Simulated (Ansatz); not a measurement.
The starting structures come from a database of crystals and need not be the phases stable at ambient conditions.

 Where the default PAW files enter, the runs use the earlier of Ansatz's two default sets.

**Evanescent states of YSF (P4/nmm, not sure to be the ambient phase, 6 atoms a cell, 16.2 Å³ an atom) along the normal of (110)**

Computed with r2SCAN (plane waves, PAW; Ansatz, a quantum-chemistry and plane-wave program).

No gap correction and no spin-orbit coupling; mid-gap values are interpolated between computed energies.

Energies count from the valence-band top; κ is the least over a 6×6 mesh across the current.

```json
[
 {"E (eV)": "0.05", "κ (1/Å)": "0.054", "where": "Γ"},
 {"E (eV)": "0.15", "κ (1/Å)": "0.093", "where": "Γ"},
 {"E (eV)": "0.25", "κ (1/Å)": "0.118", "where": "Γ"},
 {"E (eV)": "0.35", "κ (1/Å)": "0.137", "where": "Γ"},
 {"E (eV)": "0.45", "κ (1/Å)": "[?]", "where": "Γ"},
 {"E (eV)": "0.55", "κ (1/Å)": "[?]", "where": "Γ"},
 {"E (eV)": "0.65", "κ (1/Å)": "[?]", "where": "Γ"},
 {"E (eV)": "0.75", "κ (1/Å)": "[?]", "where": "Γ"},
 {"E (eV)": "0.85", "κ (1/Å)": "[?]", "where": "Γ"},
 {"E (eV)": "0.95", "κ (1/Å)": "[?]", "where": "Γ"},
 {"E (eV)": "1.05", "κ (1/Å)": "[?]", "where": "Γ"},
 {"E (eV)": "1.15", "κ (1/Å)": "[?]", "where": "Γ"},
 {"E (eV)": "1.25", "κ (1/Å)": "[?]", "where": "Γ"},
 {"E (eV)": "1.35", "κ (1/Å)": "[?]", "where": "Γ"},
 {"E (eV)": "1.45", "κ (1/Å)": "0.154", "where": "Γ"},
 {"E (eV)": "1.55", "κ (1/Å)": "0.128", "where": "Γ"},
 {"E (eV)": "1.65", "κ (1/Å)": "0.094", "where": "Γ"},
 {"E (eV)": "1.75", "κ (1/Å)": "0.029", "where": "Γ"}
]
```

Fill in the missing entries.


- 0.45, κ (1/Å): 0.153
- 0.55, κ (1/Å): 0.167
- 0.65, κ (1/Å): 0.179
- 0.75, κ (1/Å): 0.190
- 0.85, κ (1/Å): 0.199
- 0.95, κ (1/Å): 0.207
- 1.05, κ (1/Å): 0.215
- 1.15, κ (1/Å): 0.208
- 1.25, κ (1/Å): 0.192
- 1.35, κ (1/Å): 0.175
